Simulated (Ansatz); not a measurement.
Consider ZnGeP$_{2}$ in the chalcopyrite structure (space group I-42d, No. 122; a = 5.3740 Å, c = 10.6255 Å).

The values are results of LDA (Ansatz, a first-principles code), spin-orbit coupling left out, not measurements.

Base values:

```
Property                                Value
-------------  ------------------------------
Band gap                              1.00 eV
Gap character  indirect, Γ → M–S (33 % along)
```

It is then changed as follows: an isotropic linear strain of +2.25 %, atoms relaxed at fixed cell.

**Question.** Predict the new band gap, gap character and electron mass.

**Answer.** The band gap decreases by 0.02 eV, from 1.00 eV to 0.98 eV; the gap character becomes direct at Γ (base: indirect, Γ → M–S (33 % along)); the electron mass amounts to 0.077 mₑ along c, 0.082 mₑ across (at Γ).

Masses are band curvatures over ±0.01 Å⁻¹ around the edge. No phonon test of stability was made.
